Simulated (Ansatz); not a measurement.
# NbN under a change: Nb → Ta

Take NbN in the rock salt structure (space group Fm-3m, No. 225; a = 4.380 Å) as the base.

It is then changed as follows: Ta takes the place of Nb on all its sites; the structure is relaxed again.

Method: PBEsol (Ansatz, a first-principles code, PAW, no spin-orbit coupling). Settings: 18×18×18 k-points, 0.05 eV Fermi–Dirac smearing.

```tsv
quantity	base	changed	shift
density	8.45 g/cm³	15.46 g/cm³	+7.01 g/cm³
lattice parameter a	8.277 bohr	8.269 bohr	-0.008 bohr
space group	Fm-3m (No. 225)	Fm-3m (No. 225)	–
shortest interatomic distance	4.139 bohr	4.134 bohr	-0.0042 bohr
band gap	zero	zero	–
```

Cost of the whole job for the changed cell (relaxation, final SCF and bands): roughly 26 core-seconds.

Whether these cells are dynamically stable was not tested. All final runs are without spin polarisation. This is not the structure that TaN has at room temperature and ambient pressure.
